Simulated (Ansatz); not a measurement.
An Ansatz (a first-principles code) input (Ansatz PBEsol, spin-orbit coupling left out):

Ansatz 0.2 input:
```yaml
crystal:
  lattice:
    - [-1.6012948429, 1.6012948429, 3.9078430699]
    - [1.6012948429, -1.6012948429, 3.9078430699]
    - [1.6012948429, 1.6012948429, -3.9078430699]
  atoms:
    - { symbol: W, position: [0, 0, 0] }
    - { symbol: Si, position: [0.3345281874, 0.3345281874, 0] }
    - { symbol: Si, position: [0.6654718126, 0.6654718126, 0] }
basis: { ecutwfc: 420, ecutrho_ratio: 4, xc_grid: 2, fft_grid_basis: typed }
kpoints: { mp_grid: { grid: [20, 20, 20] } }
hamiltonian:
  xc: pbesol
  dispersion: none
  pseudopotentials: { kind: paw }
scf: { occupations: { method: fermi_dirac, width: 0.05 }, convergence: { dr2_threshold: 0.0000000003 } }
output: { forces: true, stress: true }
checkpoint: { write: state.ck, write_every: 1000 }
```

Problem. Which symmetry and how many k-points will the program report, and about how many plane waves at Γ?

Solution. Space group I4/mmm (ITA 139) with 16 operations, k-points 641 of 8000, and 769 plane waves at Γ.

Stability against distortions was not tested. All final runs are without spin polarisation. The cell was made from MoSi2 by this change: Mo → W.
